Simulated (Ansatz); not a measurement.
# KF: K on a F site (antisite), symmetric start

Take a 16-atom supercell of KF in the rock salt structure (space group Fm-3m, No. 225; a = 5.3183 Å) at its relaxed geometry as the base.

One thing is altered: a neutral K on a F site (antisite), symmetric start, atoms relaxed at fixed cell.

Calculations: plane-wave PAW DFT at the r2SCAN level (Ansatz, a program for electronic structure, 500 eV), spin-orbit coupling left out. Γ-centred 4×4×4 mesh, Fermi–Dirac width 0.01 eV.

Pressure: 8.0 GPa (base 0.0 GPa)
Energy gained by relaxation: 1.71 eV
Largest displacement of a host atom from its site in the perfect cell: 0.27 Å
Mean distance from the defect site to its nearest host atoms: 2.93 Å (base 2.66 Å)

Final structure:

```xyz
16
Lattice="0.0000 5.3183 5.3183 5.3183 0.0000 5.3183 5.3183 5.3183 0.0000" Properties=species:S:1:pos:R:3 pbc="T T T"
K      0.0000     0.0000     0.0000
F      2.6592     2.6592     0.0000
F      2.6592     0.0000     2.6592
F      5.3183     2.6592     2.6592
F      0.0000     2.6592     2.6592
F      2.6592     5.3183     2.6592
F      2.6592     2.6592     5.3183
F      5.3183     5.3183     5.3183
K      2.6592     2.6592     2.6592
K      5.3183     5.3183     2.9286
K      5.3183     2.9286     5.3183
K      7.7081     5.3183     5.3183
K      2.9286     5.3183     5.3183
K      5.3183     7.7081     5.3183
K      5.3183     5.3183     7.7081
K      7.9775     7.9775     7.9775
```

The magnetic state is the one reached from the starting moments; the real material's order can differ, and small cells can't hold many antiferromagnetic ones. In so small a cell the defect repeats every few ångströms: this is an ordered compound, not a dilute defect. The defect started on the symmetric site and kept its symmetry, so it may sit on a saddle. Seeded moments were not kept for K on a F site (antisite). The defect cell is spin-polarised and ends with 0.0 μB.
